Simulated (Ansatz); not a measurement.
A computed series for SnO2: response to strain

Start from SnO2 in the rutile structure (space group P4_2/mnm, No. 136).

```yaml
crystal:
  lattice:
    - [4.82757, 0.00000, 0.00000]
    - [0.00000, 4.82757, 0.00000]
    - [0.00000, 0.00000, 3.23813]
  atoms:
    - { symbol: Sn, position: [0.00000, 0.00000, 0.00000] }
    - { symbol: Sn, position: [0.50000, 0.50000, 0.50000] }
    - { symbol: O, position: [0.30658, 0.30658, 0.00000] }
    - { symbol: O, position: [0.80658, 0.19342, 0.50000] }
    - { symbol: O, position: [0.19342, 0.80658, 0.50000] }
    - { symbol: O, position: [0.69342, 0.69342, 0.00000] }
```

Cartesian axes are those of the cell as printed.

Strains are applied to the cell and any free atomic positions relax; under biaxial strain the out-of-plane vector relaxes too.

The values are results of PBE (Ansatz, a first-principles code; PAW; 420 eV plane waves; no spin-orbit coupling), not measurements.

| change | shortest interatomic distance | band gap | width of the top valence band | out-of-plane strain |
|---|---|---|---|---|
| base | 2.089 Å | 0.68 eV | 1.18 eV | – |
| biaxial strain −3.00 %, plane normal [001], relaxed out of plane | ? | ? | 1.20 eV | ? |
| biaxial strain −2.40 %, plane normal [001], relaxed out of plane | 2.044 Å | 0.88 eV | 1.20 eV | +1.80 % |
| biaxial strain −1.80 %, plane normal [001], relaxed out of plane | 2.056 Å | 0.83 eV | 1.20 eV | +1.32 % |
| biaxial strain −1.20 %, plane normal [001], relaxed out of plane | 2.068 Å | 0.78 eV | 1.19 eV | +0.86 % |
| biaxial strain −0.60 %, plane normal [001], relaxed out of plane | 2.080 Å | 0.73 eV | 1.19 eV | +0.42 % |

Task: Complete the table.

Result: 
- biaxial strain −3.00 %, plane normal [001], relaxed out of plane, shortest interatomic distance: 2.033 Å
- biaxial strain −3.00 %, plane normal [001], relaxed out of plane, band gap: 0.94 eV
- biaxial strain −3.00 %, plane normal [001], relaxed out of plane, out-of-plane strain: +2.31 %

Gaps are read on the SCF mesh and a high-symmetry path. No phonon test of stability was made.
